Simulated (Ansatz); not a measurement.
Consider InAs in the zinc blende structure (space group F-43m, No. 216).

```
InAs
1.0
    0.00000     3.01303     3.01303
    3.01303     0.00000     3.01303
    3.01303     3.01303     0.00000
In As
1 1
Direct
  0.00000   0.00000   0.00000
  0.25000   0.25000   0.25000
```

Cartesian axes are those of the cell as printed.

Method: LDA (Ansatz, a first-principles code; PAW; 420 eV plane waves; scalar-relativistic without spin-orbit coupling).

Strains are applied to the cell and any free atomic positions relax; under biaxial strain the out-of-plane vector relaxes too.

One change was made to it. Results:

```csv
quantity,base,after
"pressure (mean of the normal stresses, compression positive)",0.0 GPa,1.1 GPa
energy relative to the base (free energy F),0 meV/atom,+5.6 meV/atom
volume per atom,27.35 Å³,26.86 Å³
band gap,zero,zero
```

**Question.** Which of these changes matches the shifts?
A. biaxial strain −2.00 %, plane normal [001], relaxed out of plane
B. biaxial strain −1.00 %, plane normal [001], relaxed out of plane
C. biaxial strain −3.00 %, plane normal [001], relaxed out of plane

**Answer.** A, biaxial strain −2.00 %, plane normal [001], relaxed out of plane. For comparison, the energy relative to the base in the other runs: biaxial strain −3.00 %, plane normal [001], relaxed out of plane gives +13 meV/atom; biaxial strain −1.00 %, plane normal [001], relaxed out of plane gives +1.4 meV/atom.

A case with no gap was solved on a k-mesh chosen for an insulator, which is coarse for it. No phonon test of stability was made. All final runs are without spin polarisation. The zero or small gap of InAs can change with the level of theory.
